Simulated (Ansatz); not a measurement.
Base system: CdSe in the wurtzite structure (space group P6_3mc, No. 186; a = 4.383 Å, c = 7.154 Å). Axes: x lies along a and z along c of the hexagonal cell.

The values are results of Ansatz (a quantum-chemistry and plane-wave program) PBE, no SOC, not measurements.

Base values:

| Item | Value |
|---|---|
| Band gap | 0.54 eV |

Now apply this change: tensile biaxial strain of 2.40 % in the plane normal to [001], as in epitaxy on a mismatched substrate; the out-of-plane cell vector and the atoms relax.

**Question.** Predict the new in-plane stress.

**Answer.** The mean in-plane stress (compression positive) comes out as -1.7 GPa.

**Question.** Predict the new band gap.

**Answer.** The band gap falls by 0.10 eV, from 0.54 eV to 0.44 eV.

Stability against distortions was not tested.
